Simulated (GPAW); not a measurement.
Band structure of ZrN (Fm-3m, 2 atoms in the cell).

```
CELL_PARAMETERS angstrom
      0.00000     2.29000     2.29000
      2.29000     0.00000     2.29000
      2.29000     2.29000     0.00000
ATOMIC_POSITIONS crystal
  Zr 0.00000 0.00000 0.00000
  N  0.50000 0.50000 0.50000
```

Method: PBE, GPAW PAW datasets PBE (gpaw-data 1.0.1) (plane waves; GPAW).

Settings: mode = pw; ecut = 900 eV; xc = PBE; kpts = 12 12 12; mesh shift (steps) = 0 0 0; occupations.name = fermi-dirac; occupations.width = 0.1 eV; nbands = -8; convergence.density = 1e-05 e/electron; symmetry.symmorphic = false; symmetry.tolerance = 0.0005; maxiter = 120; bandpath_npoints = 40.

The starting cell has typed, rounded lattice constants, without a prior relaxation at this level.

Levels in eV from the Fermi level, bands 5 to 12:
```json
[
 {"point": "Γ", "5": "-16.29", "6": "-2.67", "7": "-2.67", "8": "-2.67", "9": "-0.40", "10": "-0.40", "11": "-0.40", "12": "1.59"},
 {"point": "X", "5": "-15.73", "6": "-4.57", "7": "-3.48", "8": "-3.17", "9": "-3.17", "10": "3.38", "11": "4.55", "12": "4.55"},
 {"point": "W", "5": "-15.14", "6": "-5.44", "7": "-4.75", "8": "-4.75", "9": "1.02", "10": "1.02", "11": "4.56", "12": "4.65"},
 {"point": "K", "5": "-15.18", "6": "-5.50", "7": "-4.75", "8": "-4.46", "9": "-0.71", "10": "3.42", "11": "3.69", "12": "5.19"},
 {"point": "L", "5": "-14.07", "6": "-7.67", "7": "-5.69", "8": "-5.69", "9": "3.03", "10": "3.10", "11": "3.10", "12": "4.77"},
 {"point": "U", "5": "-15.18", "6": "-5.50", "7": "-4.75", "8": "-4.46", "9": "-0.71", "10": "3.42", "11": "3.69", "12": "5.19"}
]
```

Bands cross the Fermi level along this path, so the cell is metallic at this level.
